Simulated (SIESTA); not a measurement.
Worked example: self-consistent single point of Te2Mo (P6_3/mmc, 6 atoms in the cell) in SIESTA.

Method: GGA PBE, numerical atomic orbitals DZP, PseudoDojo PBE standard norm-conserving potentials (rewritten from UPF to PSML) in SIESTA.

The change in words: lattice scaled by 0.98. Reference geometry:
```
CELL_PARAMETERS angstrom
      3.50111     0.00000     0.00000
     -1.75056     3.03205     0.00000
      0.00000     0.00000    14.38265
ATOMIC_POSITIONS crystal
  Te 0.33333 0.66667 0.62782
  Te 0.66667 0.33333 0.37218
  Te 0.66667 0.33333 0.12782
  Te 0.33333 0.66667 0.87218
  Mo 0.33333 0.66667 0.25000
  Mo 0.66667 0.33333 0.75000
```

Reference input (self-consistent single point, DFT, GGA PBE, numerical atomic orbitals DZP, PseudoDojo PBE standard norm-conserving potentials (rewritten from UPF to PSML)): XC.functional = GGA; XC.authors = PBE; potentials = PseudoDojo PBE standard; PAO.BasisSize = DZP; PAO.EnergyShift = 0.01 Ry; MeshCutoff = 300 Ry; kgrid.MonkhorstPack = 6 6 2; OccupationFunction = FD; ElectronicTemperature = 10 K; MaxSCFIterations = 150; SCF.Mixer.Method = Broyden; SCF.Mixer.Weight = 0.1. This run's input differs from it in these lines:

```diff
@@ -12,5 +12,5 @@
 %block LatticeVectors
-     6.616142812    0.000000000    0.000000000
-    -3.308071406    5.729745986    0.000000000
-     0.000000000    0.000000000   27.179278895
+     6.483820409    0.000000000    0.000000000
+    -3.241910204    5.615151104    0.000000000
+     0.000000000    0.000000000   26.635693506
 %endblock LatticeVectors
@@ -18,8 +18,8 @@
 %block AtomicCoordinatesAndAtomicSpecies
-    -0.000003308    3.819832567   17.063694876  1
-     3.308074714    1.909913419   10.115584019  1
-     3.308074714    1.909913419    3.474055428  1
-    -0.000003308    3.819832567   23.705223467  1
-    -0.000003308    3.819832567    6.794819724  2
-     3.308074714    1.909913419   20.384459171  2
+    -0.000003242    3.743435941   16.722421097  1
+     3.241913446    1.871715163    9.913272409  1
+     3.241913446    1.871715163    3.404574344  1
+    -0.000003242    3.743435941   23.231119162  1
+    -0.000003242    3.743435941    6.658923377  2
+     3.241913446    1.871715163   19.976770130  2
 %endblock AtomicCoordinatesAndAtomicSpecies
```

Output, abridged:

```
        iscf     Eharris(eV)        E_KS(eV)     FreeEng(eV)     dDmax    Ef(eV) dHmax(eV)
   scf:    1   -15160.087788   -15207.395830   -15207.395830  0.649251 -1.930557 17.849488
   scf:    2   -15229.940670   -15221.459150   -15221.459150  0.151709 -2.601695  7.643588
   scf:    3   -15224.426129   -15223.958211   -15223.958211  0.112811 -2.762824  1.795649
   scf:    4   -15224.299349   -15224.289877   -15224.289877  0.139923 -3.209931  1.903817
   scf:    5   -15222.737542   -15224.002422   -15224.002422  0.093584 -3.232369  2.782587
   [... 4 lines left out ...]
   scf:   10   -15224.483304   -15224.483232   -15224.483232  0.000627 -2.840836  0.015581
   scf:   11   -15224.483250   -15224.483247   -15224.483247  0.000250 -2.838810  0.001516
   scf:   12   -15224.483248   -15224.483248   -15224.483248  0.000067 -2.838709  0.001117
   scf:   13   -15224.483249   -15224.483248   -15224.483248  0.000063 -2.838612  0.000768
SCF Convergence by DM+H criterion
max |DM_out - DM_in|         :     0.0000630373
max |H_out - H_in|      (eV) :     0.0007676077
SCF cycle converged after 13 iterations

Using DM_out to compute the final energy and forces

siesta: E_KS(eV) =           -15224.4832

siesta: E_KS - E_eggbox =    -15224.4832

siesta: Atomic forces (eV/Ang):
     1    0.000184   -0.000109   -2.768682
     2   -0.000184    0.000109    2.768682
     3   -0.000184    0.000108   -2.768682
     4    0.000184   -0.000109    2.768682
     5    0.000365   -0.000216    0.000000
     6   -0.000365    0.000216    0.000000
   Tot    0.000000   -0.000000   -0.000000
   Max    2.768682
   Res    1.305169    sqrt( Sum f_i^2 / 3N )
   Max    2.768682    constrained

   [... lines left out ...]
siesta: FreeEng =    -15224.483248
siesta: Cell volume =        143.701014 Ang**3
siesta:         166.03891606         95.16454021  kBar
   [... lines left out ...]
              0.255   0.998   0.980   1.128   0.980   0.998   0.002   0.033

             -0.087   0.034   0.002

mulliken: Qtot =       92.000

Mulliken Atomic Populations:
Atom #   charge [q] valence [e]  Species
     1     0.031566   15.968434  Te
     2     0.031566   15.968434  Te
     3     0.031566   15.968434  Te
     4     0.031566   15.968434  Te
     5    -0.063131   14.063131  Mo
     6    -0.063131   14.063131  Mo
 Total    -0.000000
```

The run converged in 13 iterations. Against the reference run the free energy goes up by 112 meV/atom, the pressure goes from 7.79 to 16.60 GPa, the largest force goes from 1.554 to 2.769 eV/Å and the gap on the mesh goes from 0.974 to 1.009 eV.

The starting cell comes from a database of computed structures (which also holds hypothetical and non-ambient phases and stackings), without a prior relaxation at this level. Its lattice was rescaled by a random factor within 2.5 % of one. For this run, on top of that: lattice scaled by 0.98. Spin-orbit coupling is off. Values carry the incompleteness of an atom-centred basis. With a pressure of about 17 GPa the cell is away from its equilibrium volume at this level. Forces in this geometry exceed 1 eV/Å.

Cost on one core of a shared machine: roughly 30 s.
